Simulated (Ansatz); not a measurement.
An Ansatz (a quantum-chemistry and plane-wave program) input (PBE-D3(BJ), PAW, 420 eV (Ansatz; spin-orbit coupling left out), earlier PAW set):

Ansatz 0.2 input:
```yaml
crystal:
  lattice:
    - [3.4967027685, 0, 0]
    - [-1.7483513842, 3.028233427, 0]
    - [0, 0, 13.6973014338]
  atoms:
    - { symbol: Mo, position: [0.3333333333, 0.6666666667, 0.75] }
    - { symbol: Mo, position: [0.6666666667, 0.3333333333, 0.25] }
    - { symbol: Te, position: [0.3333333333, 0.6666666667, 0.117344184] }
    - { symbol: Te, position: [0.6666666667, 0.3333333333, 0.617344184] }
    - { symbol: Te, position: [0.6666666667, 0.3333333333, 0.882655816] }
    - { symbol: Te, position: [0.3333333333, 0.6666666667, 0.382655816] }
basis: { ecutwfc: 420, ecutrho_ratio: 4, xc_grid: 2, fft_grid_basis: typed }
kpoints: { mp_grid: { grid: [11, 11, 3] } }
hamiltonian:
  xc: pbe
  dispersion: d3bj
  pseudopotentials: { azcp: { folder: ./paw }, kind: paw }
scf: { occupations: { method: fermi_dirac, width: 0.05 }, convergence: { dr2_threshold: 0.0000000006 } }
output: { forces: true, stress: true }
```

**Question.** Which symmetry and how many k-points will the program report, and about how many plane waves at Γ?

**Answer.** Space group P63/mmc (ITA 194) with 24 operations, k-points 32 of 363, and 2835 plane waves at Γ.

Whether these cells are dynamically stable was not tested. The cell is MoTe₂ in the 2H-MoS2 type structure (space group P6_3/mmc, No. 194; layered, stacked along the Cartesian z axis). The program warned that a D3 coordination switch lies within reach, so dispersion energies are less smooth here.
